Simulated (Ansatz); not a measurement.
Effect of biaxial strain +2.50 %, plane normal [001], relaxed out of plane on MgO

Consider MgO in the rock salt structure (space group Fm-3m, No. 225; a = 4.159 Å). Axes: x, y, z lie along the cube axes.

Perturbation: tensile biaxial strain of 2.50 % in the plane normal to [001], as in epitaxy on a mismatched substrate; the out-of-plane cell vector and the atoms relax.

The values are results of Kohn–Sham DFT with the LDA functional, run in Ansatz (a program for electronic structure) with PAW and 420 eV plane waves, spin-orbit coupling left out, not measurements. Γ-centred 14×14×14 mesh, Fermi–Dirac width 0.05 eV.

```tsv
quantity	base	changed	shift
volume per atom	8.99 Å³	9.32 Å³	+0.325 Å³
space group	Fm-3m (No. 225)	I4/mmm (No. 139)	–
shortest interatomic distance	208.0 pm	205.1 pm	-2.9 pm
energy relative to the base (free energy F)	0 meV/atom	+12 meV/atom	+12 meV/atom
pressure (mean of the normal stresses, compression positive)	-0.1 kbar	-52.0 kbar	-51.9 kbar
band gap	5.03 eV	4.64 eV	-0.39 eV
gap character	direct at Γ	direct at Γ	–
electron mass	0.36 mₑ (at Γ)	0.37 mₑ out of plane, 0.34 mₑ in plane (at Γ)	–
valence-band top at Γ (three highest levels, from the VBM)	0.00, 0.00, 0.00 eV	0.00, 0.00, -0.09 eV	–
out-of-plane strain	–	-1.38 %	–
ratio −ε⊥/ε∥	–	0.55	–
mean in-plane stress (compression positive)	–	-7.8 GPa	–
```

Final structure (turned so that z lies along the plane normal):

```
CELL_PARAMETERS angstrom
      3.01450     0.00000     0.00000
      0.00000     3.01450     0.00000
      1.50725    -1.50725     2.05085
ATOMIC_POSITIONS crystal
  Mg 0.00000 0.00000 0.00000
  O  0.50000 0.50000 0.00000
```

Masses are band curvatures over ±0.01 Å⁻¹ around the edge. Whether these cells are dynamically stable was not tested. Labels are those of the standard path for the cell's own space group.
